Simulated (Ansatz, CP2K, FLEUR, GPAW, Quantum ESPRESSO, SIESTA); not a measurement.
## Code comparison for KMgF3 (Pm-3m, 5 atoms in the cell)

Self-consistent single point.

```
CELL_PARAMETERS angstrom
      4.00234     0.00000     0.00000
      0.00000     4.00234     0.00000
      0.00000     0.00000     4.00234
ATOMIC_POSITIONS crystal
  K  0.50000 0.50000 0.50000
  Mg 0.00000 0.00000 0.00000
  F  0.00000 0.50000 0.00000
  F  0.50000 0.00000 0.00000
  F  0.00000 0.00000 0.50000
```

All programs got the same cell, k-point mesh and kind of occupations (in Ansatz's words: kpoints.mp_grid.grid = 4 4 4; scf.occupations.method = fermi_dirac; scf.occupations.width = 0.02 eV); potentials, basis and cutoffs are each program's usual ones.

```
code                                                                                                                                model  pressure (GPa)  gap on the mesh (eV)  k-points           cutoff
----------------  -----------------------------------------------------------------------------------------------------------------------  --------------  --------------------  --------  ---------------
GPAW                                                                                         PBE, GPAW PAW datasets PBE (gpaw-data 1.0.1)               –                 7.236        10           900 eV
Quantum ESPRESSO                                                          PBE, PseudoDojo standard norm-conserving (PBE) pseudopotentials            2.62                 7.260        10            85 Ry
CP2K                                                              PBE, GPW, DZVP-MOLOPT-SR-GTH basis, GTH-PBE potentials (GTH_POTENTIALS)            4.41                 7.241        36     grid 1000 Ry
Ansatz                                                                                                             PBE, default PAW files            2.29                 7.241        10          default
SIESTA            GGA PBE, numerical atomic orbitals DZP, PseudoDojo PBE standard norm-conserving potentials (rewritten from UPF to PSML)            0.50                 6.902        44      grid 300 Ry
FLEUR                                                                        PBE, all-electron FLAPW (FLEUR), scalar-relativistic valence               –                 7.406        10  Kmax 4.2 1/bohr
```

A dash marks a value that a program does not give, or that is left out as unsure.

Gaps are read on the mesh.

The spread over the programs that give each value: pressure within 3.91 GPa; gap on the mesh within 0.504 eV.

The starting cell comes from a database of computed structures (which also holds hypothetical and non-ambient phases and stackings), without a prior relaxation at this level. Its lattice was rescaled by a random factor within 2.5 % of one.

### Question
Why do the programs differ, and what cannot be compared?

### Answer
Differences of this kind can come from the potentials, where these differ, and from what each basis and cutoff leave unconverged. The zero of total energies and Fermi levels follows the potentials and each program's conventions, so they are not compared here. CP2K and SIESTA use small atom-centred bases, whose incompleteness enters pressures, forces and empty levels differently from a plane-wave cutoff. FLEUR treats all electrons, but the usual bases taken here (sphere radii, linearisation, local orbitals, empty states) were not tested for convergence, so the values are no reference for the others. Ansatz's pressure is given at a fixed set of plane waves, as the other plane-wave codes print theirs; with its correction for the finite basis it is 2.79 GPa (the shift of 0.51 GPa shows how far the cutoff is from converged). The pressure of GPAW is left out: its cutoff lies under the one at which its stress was checked. The programs reduce the same mesh by symmetry to different extents, which changes the work and not the result. In the pressure, CP2K (by 1.96) and SIESTA (by 1.95) lie more than 1 GPa from the median of the plane-wave programs. In the gap, SIESTA (by 0.339) and FLEUR (by 0.165) lie more than 0.12 eV from the median of the plane-wave programs.

Left out of this page: ABINIT (with a known weakness of the program); Elk (failed or unconverged).

Ansatz is a quantum-chemistry and plane-wave program.

Keys are those of Ansatz 0.2.
